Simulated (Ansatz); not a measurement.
Start from Rh in the fcc (Cu type) structure (space group Fm-3m, No. 225; relaxed with 0.1 eV smearing).

```
Rh
1.0
    0.00000     1.90077     1.90077
    1.90077     0.00000     1.90077
    1.90077     1.90077     0.00000
Rh
1
Direct
  0.00000   0.00000   0.00000
```

Cartesian axes are those of the cell as printed.

Level of theory: r2SCAN (Ansatz, an electronic-structure program, PAW, no spin-orbit coupling).

The change: uniaxial strain ε_zz = −2.50 %, all other strain components held at zero, atoms relaxed at fixed cell.

Question: What happens to the stress?

Answer: The stress (xx, yy, zz, yz, xz, xy; compression positive) is (5.5, 5.5, 12.0, 0.0, 0.0, 0.0) GPa.

Question: What happens to the energy relative to the base?

Answer: The energy goes up by 13 meV/atom.

Whether these cells are dynamically stable was not tested. All final runs are without spin polarisation.
